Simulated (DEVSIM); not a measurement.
System: W/TiO2/n-InP capacitor, at 400 K.

```csv
layer (left to right),material,thickness (nm),Nd (cm⁻³)
1,TiO2,10.0,-
2,InP,1500,1.7e17
```

Metal gate on the left, work function 4.6 eV. Fixed charge at the semiconductor interface -3.2e11 cm⁻² (in units of +e); no interface traps.

The device is made up for the run: typed textbook-type constants, with dimensions and the other settings drawn at random. Values at 300 K; Nc and Nv go as T^1.5, mobilities as T to minus their exponent, the gap by Varshni's rule with the affinity fixed.

```
parameter         TiO2       InP
----------------  ----  --------
gap (eV)           3.2     1.344
affinity (eV)      3.9      4.38
permittivity        60      12.5
Nc (cm⁻³)            -    5.7e17
Nv (cm⁻³)            -    1.1e19
Varshni α (eV/K)     -  0.000363
Varshni β (K)        -       162
```

DEVSIM, 1D Poisson equation in equilibrium, Boltzmann statistics, complete ionisation; no quantum confinement or tunnelling. Metal contacts follow the ideal Schottky-Mott rule: no Fermi-level pinning, no interface dipoles.

The substrate doping was swept, all else fixed.

```tsv
substrate doping (cm^-3)	flat-band voltage (V)	threshold voltage (band bending 2φF) (V)	minimum of the low-frequency capacitance (μF/cm²)
8.5e15	0.07	-0.83	0.0328
1.7e16	0.09	-0.86	0.0450
3.4e16	0.12	-0.89	0.0623
8.5e16	0.15	-0.93	0.0928
1.7e17	0.17	-0.97	0.128
3.4e17	0.20	-1.02	0.174
```

From the first row to the last the flat-band voltage goes from 0.07 to 0.20. From the first row to the last the threshold voltage (band bending 2φF) goes from -0.83 to -1.02.
